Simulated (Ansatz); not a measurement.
Base system: SrTiO3 in the cubic perovskite structure (space group Pm-3m, No. 221; a = 3.936 Å).

Structures relaxed with Ansatz (an electronic-structure program) PBE, no SOC.

Base:

Simulated powder pattern, Cu Kα1, λ = 1.54056 Å (kinematic, ideal powder, no thermal factors, no anomalous dispersion; the 14 strongest lines at most, above 2 %, up to 2θ = 90°):

```csv
2θ (°),I/Imax (%),hkl
22.57,3.8,(100)
32.13,100,(110)
39.62,21,(111)
46.08,41,(200)
51.90,2.9,(210)
57.28,38,(211)
67.21,23,(220)
76.46,16,(310)
80.93,6.3,(311)
85.35,7.7,(222)
```

After one change:

Simulated powder pattern, Cu Kα1, λ = 1.54056 Å (kinematic, ideal powder, no thermal factors, no anomalous dispersion; the 14 strongest lines at most, above 2 %, up to 2θ = 90°):

```csv
2θ (°),I/Imax (%)
22.52,3.8
32.07,100
39.54,21
45.98,41
51.79,2.9
57.16,38
67.06,23
76.28,16
80.74,6.3
85.14,7.7
```

Problem. Which of these changes matches the shifts?
(A) pressure −1 GPa
(B) pressure 0.7 GPa
(C) pressure 0.3 GPa
(D) pressure 7.5 GPa

Solution. A, pressure −1 GPa. Its volume per atom is 12.27 Å³ against 12.20 Å³, and its space group is Pm-3m (No. 221).

Load acts through the strain it causes; cell and atoms are relaxed under it. Stability against distortions was not tested. No other phases were tried under pressure. The final runs are not spin-polarised. Many cubic perovskites are stable only at high temperature; tilts and polar distortions were not tested.
